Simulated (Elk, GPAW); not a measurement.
An Elk input for a self-consistent single point of ZnS (P6_3mc, 4 atoms in the cell) (DFT, PBE, all-electron FP-LAPW, Elk's shipped species files, APW+lo basis with extra local orbitals):

```
tasks
  0

xctype
  20

tforce
  .true.

rgkmax
  8.0

gmaxvr
  18.0

lmaxapw
  10

lmaxo
  8

nxlo
  2

lorbcnd
  .true.

lradstp
  2

nrmtscf
  2.0

rmtscf
  0.9

lmaxi
  4

stype
  3

swidth
  0.00183747

avec
    7.1919191595    0.0000001220    0.0000000000
   -3.5959596854    6.2283846331    0.0000000000
    0.0000000000    0.0000000000   11.7880737709

sppath
  './'

atoms
  2   : nspecies
  'Zn.in'   : spfname
  2   : natoms; atposl, bfcmt below
  0.3333333333  0.6666666667  0.0001400000    0.0 0.0 0.0
  0.6666666667  0.3333333333  0.5001400000    0.0 0.0 0.0
  'S.in'   : spfname
  2   : natoms; atposl, bfcmt below
  0.3333333333  0.6666666667  0.3748600000    0.0 0.0 0.0
  0.6666666667  0.3333333333  0.8748600000    0.0 0.0 0.0

ngridk
  8 8 5
```

Q: Write the same calculation as an input for GPAW.

A: This is the input that was run; spellings and numerical settings could be chosen otherwise.

```python
from ase import Atoms
from ase.units import GPa
from gpaw import GPAW

atoms = Atoms(['Zn', 'Zn', 'S', 'S'],
              cell=[[3.805800, 0.000000, 0.000000],
                    [-1.902900, 3.295919, 0.000000],
                    [0.000000, 0.000000, 6.237980]],
              positions=[[-0.000002, 2.197280, 0.000873],
                         [1.902902, 1.098639, 3.119863],
                         [-0.000002, 2.197280, 2.338369],
                         [1.902902, 1.098639, 5.457359]],
              pbc=True)

calc = GPAW(mode={'name': 'pw', 'ecut': 800},
            xc='PBE',
            kpts={'size': (8, 8, 5), 'gamma': True},
            occupations={'name': 'fermi-dirac', 'width': 0.05},
            nbands=-4,
            convergence={'density': 1e-05, 'energy': 1e-05, 'bands': -2},
            symmetry={'symmorphic': False, 'tolerance': 0.0005},
            maxiter=100)

atoms.calc = calc

energy = atoms.get_potential_energy()
print('Energy (eV):', round(energy, 6))
forces = atoms.get_forces()
print('Forces (eV/Ang):')
print(forces.round(5))
stress = atoms.get_stress()
print('Stress (GPa, Voigt):', (stress / GPa).round(4))
```

Basis, cutoffs, solver keys and any potentials are the target program's own. This input uses DFT PBE, plane waves, GPAW PAW datasets PBE (gpaw-data 1.0.1). Both were run: largest force 0.009 eV/Å in Elk and 0.012 in GPAW; gap on the mesh 2.217 eV in Elk and 2.213 in GPAW.

On GPAW: the starting cell comes from a database of computed structures (which also holds hypothetical and non-ambient phases and stackings), without a prior relaxation at this level.

On Elk: the starting cell comes from a database of computed structures (which also holds hypothetical and non-ambient phases and stackings), without a prior relaxation at this level. Values depend on the basis (sphere radii, cutoffs, local orbitals), which need not be converged.
